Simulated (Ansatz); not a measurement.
# Cr: pressure −1 GPa

Take Cr in the bcc (W type) structure (space group Im-3m, No. 229; a = 2.848 Å; non-magnetic) as the base.

It is then changed as follows: hydrostatic tension (pressure −1 GPa).

Calculations: Ansatz (a first-principles code), PBE, PAW, cutoff 420 eV, no SOC. k-mesh 23×23×23 (Γ-centred); smearing 0.05 eV (Fermi–Dirac).

| quantity | base | changed | shift |
|---|---|---|---|
| volume per atom | 11.55 Å³ | 11.59 Å³ | +0.045 Å³ |
| lattice parameter a | 2.848 Å | 2.852 Å | +0.004 Å |
| shortest interatomic distance | 2.466 Å | 2.470 Å | +0.0032 Å |
| enthalpy H = E + PV relative to the base's energy | – | -0.07 eV/atom | – |
| band gap | zero | zero | – |

Load acts through the strain it causes; cell and atoms are relaxed under it. Stability against distortions was not tested. Seeded moments were not kept for the base. The final runs are not spin-polarised. Real Cr is antiferromagnetic at low temperature and ambient pressure, an order that this cell doesn't hold.
